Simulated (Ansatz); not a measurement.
Start from Nb in the bcc (W type) structure (space group Im-3m, No. 229; a = 3.2484 Å; relaxed with 0.1 eV smearing).

Calculations: Kohn–Sham DFT with the LDA functional, run in Ansatz (an electronic-structure program) with PAW and 420 eV plane waves, without spin-orbit coupling.

Strains are applied to the cell and any free atomic positions relax.

One change was made to it. Results:

```json
[
 {"quantity": "energy relative to the base (free energy F)", "base": "0 meV/atom", "after": "+20 meV/atom"},
 {"quantity": "pressure", "base": "0.0 GPa", "after": "-7.8 GPa"}
]
```

Problem. Name the change that was made.
A. isotropic strain +1.50 %
B. isotropic strain −2.50 %
C. isotropic strain +2.50 %

Solution. A, isotropic strain +1.50 %. For comparison, the energy relative to the base in the other runs: isotropic strain −2.50 % gives +61 meV/atom; isotropic strain +2.50 % gives +53 meV/atom.

Stability against distortions was not tested. The final runs are not spin-polarised.
